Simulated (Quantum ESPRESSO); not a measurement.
A self-consistent single point of NbZn3 (Pm-3m, 4 atoms in the cell) with Quantum ESPRESSO.

Level of theory: LDA (PZ), PSlibrary PAW (LDA) pseudopotentials (plane waves; Quantum ESPRESSO).

```xyz
4
Lattice="3.9100 0.0000 0.0000 0.0000 3.9100 0.0000 0.0000 0.0000 3.9100" Properties=species:S:1:pos:R:3 pbc="T T T"
Nb     0.0000     0.0000     0.0000
Zn     1.9550     0.0000     1.9550
Zn     0.0000     1.9550     1.9550
Zn     1.9550     1.9550     0.0000
```

Reference input (self-consistent single point, DFT, PBEsol, plane waves, PSlibrary PAW (PBE) pseudopotentials): ecutwfc = 55 Ry; ecutrho = 330 Ry; occupations = smearing; smearing = fd; degauss = 0.0073499 Ry; input_dft = pbesol; potentials = {Nb: Nb.pbe-spn-kjpaw_psl.1.0.0.UPF, Zn: Zn.pbe-dn-kjpaw_psl.1.0.0.UPF}; K_POINTS = automatic 7 7 7 0 0 0; conv_thr = 1e-10 Ry; mixing_beta = 0.7. This run's input differs from it in these lines:

```diff
@@ -18,3 +18,2 @@
    degauss = 0.0073499
-   input_dft = 'pbesol'
 /
@@ -25,4 +24,4 @@
 ATOMIC_SPECIES
-Nb    92.9064  Nb.pbe-spn-kjpaw_psl.1.0.0.UPF
-Zn    65.3800  Zn.pbe-dn-kjpaw_psl.1.0.0.UPF
+Nb    92.9064  Nb.pz-spn-kjpaw_psl.1.0.0.UPF
+Zn    65.3800  Zn.pz-dn-kjpaw_psl.1.0.0.UPF
 ATOMIC_POSITIONS angstrom
```

Output (repeated stretches shortened):

```
     Self-consistent Calculation

     iteration #  1     ecut=    55.00 Ry     beta= 0.70

     Threshold (ethr) on eigenvalues was too large:
     Diagonalizing with lowered threshold

     total energy              =   -1041.28352057 Ry
     estimated scf accuracy    <       0.03819752 Ry

     iteration #  2     ecut=    55.00 Ry     beta= 0.70

     total energy              =   -1041.28371978 Ry
     estimated scf accuracy    <       0.02016198 Ry

     iteration #  3     ecut=    55.00 Ry     beta= 0.70

     total energy              =   -1041.28898650 Ry
     estimated scf accuracy    <       0.01524137 Ry

   [... 5 blocks of this kind left out ...]

     iteration #  9     ecut=    55.00 Ry     beta= 0.70

     total energy              =   -1041.29180393 Ry
     estimated scf accuracy    <          6.3E-10 Ry

     iteration # 10     ecut=    55.00 Ry     beta= 0.70
     End of self-consistent calculation

     the Fermi energy is    13.2718 ev

!    total energy              =   -1041.29180393 Ry
     estimated scf accuracy    <          6.1E-12 Ry
     smearing contrib. (-TS)   =      -0.00335494 Ry
     internal energy E=F+TS    =   -1041.28844899 Ry

     convergence has been achieved in  10 iterations

     Forces acting on atoms (cartesian axes, Ry/au):

     atom    1 type  1   force =     0.00000000    0.00000000    0.00000000
   [... zero for the other atoms too ...]

     Total force =     0.000000     Total SCF correction =     0.000000

          total   stress  (Ry/bohr**3)                   (kbar)     P=      -91.52
  -0.00062216   0.00000000   0.00000000          -91.52        0.00        0.00
   0.00000000  -0.00062216   0.00000000            0.00      -91.52        0.00
   0.00000000   0.00000000  -0.00062216            0.00        0.00      -91.52

   JOB DONE.
```

The run converged in 10 iterations. Against the reference run the pressure goes from -4.92 to -9.15 GPa.

The starting cell comes from a database of computed structures (which also holds hypothetical and non-ambient phases and stackings), without a prior relaxation at this level. Spin polarisation is off. With a pressure of about -9 GPa the cell is away from its equilibrium volume at this level.
